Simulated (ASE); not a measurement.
AlN (zinc blende; a metastable form), cell Al32N32, started from the crystal [in the run: mean temperature 2096 K (target 2100 K); density 3.06 g/cm³, volume +6 % from the start crystal's]; MD at a mean temperature of 2096 K and a mean pressure of 0.1 GPa, 1.5 ps sampled (in preparation the cell's shape was held).

What is the computed mean vibrational (phonon) frequency; list of vibrational (phonon) peaks (above a quarter of the tallest; of peaks within two resolution widths the taller alone) (the machine-learned potential CHGNet 0.3.0 run with ASE)?


mean vibrational (phonon) frequency: 13.7 THz
list of vibrational (phonon) peaks (above a quarter of the tallest; of peaks within two resolution widths the taller alone): 5.4, 8.8, 15.9, 19.2 THz (resolution 1.3 THz)
